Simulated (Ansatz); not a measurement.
The starting structures come from a database of crystals and need not be the phases stable at ambient conditions.

 Where the default PAW files enter, the runs use the earlier of Ansatz's two default sets.

Tunnelling through a barrier is set by its complex band structure: the current falls as exp(−2κd) with the smallest κ.

Input:

```xyz
6
Lattice="3.5741 0.0000 0.0000 1.7870 9.2810 0.0349 1.7870 0.3325 3.0773" Properties=species:S:1:pos:R:3 pbc="T T T"
Hf     5.3611     3.6192     2.7222
Hf     1.7870     5.9943     0.3901
N      5.3611     5.7718     2.4896
N      1.7870     3.8417     0.6226
Cl     3.5741     1.7134     1.8904
Cl     3.5741     7.9002     1.2219
```

Space group of this cell: R-3m. The cell was relaxed by PBE-D3(BJ).

Transport runs along the normal of the first two printed cell vectors, the (101) plane of the conventional cell.

The gap is the functional's own, uncorrected, and κ follows it; spin-orbit coupling is left out. Mid-gap values are interpolated between the computed energies.

Question: Estimate the band gap and the smallest decay constant κ at mid-gap that r2SCAN (Ansatz, a program for electronic structure) returns for this system.

Answer: Gap 2.56 eV on a 10×10×10 mesh; κ = 0.379 1/Å, at (0.000, 0.500) of the in-plane reciprocal vectors. At the zone centre, at the nearest computed energy, the slowest state has κ = 0.41 1/Å.
